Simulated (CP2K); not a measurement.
Input and output of a self-consistent single point for SrO (Fm-3m, 2 atoms in the cell) (CP2K).

Computed with PBE, GPW, DZVP-MOLOPT-SR-GTH basis, GTH-PBE potentials (GTH_POTENTIALS) in CP2K.

```yaml
crystal:
  lattice:
    - [3.68033, 0.00000, 0.00000]
    - [1.84017, 3.18726, 0.00000]
    - [1.84017, 1.06242, 3.00498]
  atoms:
    - { symbol: Sr, position: [0.50000, 0.50000, 0.50000] }
    - { symbol: O, position: [0.00000, 0.00000, 0.00000] }
```

Reference input (self-consistent single point, DFT PBE, GPW, DZVP-MOLOPT-SR-GTH basis, GTH-PBE potentials (GTH_POTENTIALS)): CUTOFF = 500 Ry; REL_CUTOFF = 60 Ry; SMEAR/METHOD = FERMI_DIRAC; ELECTRONIC_TEMPERATURE = 232.09 K; KPOINTS/SCHEME = MONKHORST-PACK 11 11 11; XC_FUNCTIONAL = PBE; Sr/BASIS_SET = DZVP-MOLOPT-SR-GTH; Sr/POTENTIAL = GTH-PBE-q10; O/BASIS_SET = DZVP-MOLOPT-SR-GTH; O/POTENTIAL = GTH-PBE-q6; METHOD = GPW; EPS_DEFAULT = 1e-10. This run's input differs from it in these lines:

```diff
@@ -40,3 +40,3 @@
     &KPOINTS
-      SCHEME MONKHORST-PACK 11 11 11
+      SCHEME MONKHORST-PACK 10 10 10
     &END KPOINTS
```

Output, abridged:

```
 SCF WAVEFUNCTION OPTIMIZATION

  Step     Update method      Time    Convergence         Total energy    Change
     1 NoMix/Diag. 0.20E+00      -     1.91933407       -47.0744300827 -4.71E+01
     2 Broy./Diag. 0.20E+00      -     0.16347837       -44.9209384809  2.15E+00
     3 Broy./Diag. 0.20E+00      -     0.23563536       -46.1706868586 -1.25E+00
     4 Broy./Diag. 0.20E+00      -     0.09096256       -46.9931500095 -8.22E-01
     5 Broy./Diag. 0.20E+00      -     0.08741820       -46.5018451200  4.91E-01
     6 Broy./Diag. 0.20E+00      -     0.00953766       -46.9146747736 -4.13E-01
   [... 4 lines left out ...]
    11 Broy./Diag. 0.20E+00      -     0.00002094       -46.8849749525  6.70E-04
    12 Broy./Diag. 0.20E+00      -     0.00002888       -46.8848909019  8.41E-05
    13 Broy./Diag. 0.20E+00      -     0.00000145       -46.8847960822  9.48E-05
    14 Broy./Diag. 0.20E+00      -     0.00000080       -46.8847955592  5.23E-07
  *** SCF run converged in    14 steps ***

  Overlap energy of the core charge distribution:               0.00000000000000
  Self energy of the core charge distribution:               -100.29595536522349
  Core Hamiltonian energy:                                     24.78468605757694
  Hartree energy:                                              36.60787788892020
  Exchange-correlation energy:                                 -7.98140414048929
  Electronic entropic energy:                                  -0.00000000000000
  Fermi energy:                                                 0.29503526966568

  Total energy:                                               -46.88479555921564
  Total energy (extrapolated to T->0):                        -46.88479555921564

   [... lines left out ...]

 STRESS| Analytical stress tensor [bar]
 STRESS|                        x                   y                   z
 STRESS|      x        4.45927799540E+03   1.05342614558E+01   7.44902750410E+00
 STRESS|      y        1.05342614558E+01   4.44785585971E+03   4.45179751977E+00
 STRESS|      z        7.44902750410E+00   4.45179751977E+00   4.44378314367E+03
 STRESS| 1/3 Trace                                             4.45030566626E+03
```

The run converged in 14 iterations. Against the reference run the free energy is nearly the same (within 1 meV/atom), the pressure stays at 0.45 GPa and the gap on the mesh goes from 3.477 to 3.542 eV.

The starting cell comes from a database of computed structures (which also holds hypothetical and non-ambient phases and stackings), without a prior relaxation at this level. Its lattice was rescaled by a random factor within 2.5 % of one. Values carry the incompleteness of an atom-centred basis. Another mesh or the band path of this cell gives a smaller gap, so this value is not converged in the mesh.
